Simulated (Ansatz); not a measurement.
**Pressure series in AlCo**

The reference is AlCo in the CsCl type structure (space group Pm-3m, No. 221; a = 2.8228 Å; non-magnetic).

Cell and atoms are relaxed at each pressure.

Level of theory: Ansatz (a program for electronic structure) PBEsol, without spin-orbit coupling.

Notes on the quantities. enthalpy: H = E + PV relative to the base's energy.

| case | density | enthalpy |
|---|---|---|
| base | 6.34 g/cm³ | – |
| pressure −2 GPa | 6.28 g/cm³ | -0.14 eV/atom |
| pressure −1 GPa | 6.31 g/cm³ | -0.07 eV/atom |
| pressure 1.8 GPa | 6.40 g/cm³ | +0.13 eV/atom |
| pressure 4.2 GPa | 6.48 g/cm³ | +0.29 eV/atom |
| pressure 9 GPa | 6.62 g/cm³ | +0.62 eV/atom |
| pressure 18 GPa | 6.86 g/cm³ | +1.21 eV/atom |
| pressure 30 GPa | 7.15 g/cm³ | +1.97 eV/atom |
| pressure 45 GPa | 7.48 g/cm³ | +2.89 eV/atom |
| pressure 60 GPa | 7.76 g/cm³ | +3.76 eV/atom |

Load acts through the strain it causes; cell and atoms are relaxed under it. Stability against distortions was not tested. No other phases were tried under pressure. Starting moments died away, wholly or in part, for the base; another magnetic solution may exist. All final runs are without spin polarisation.
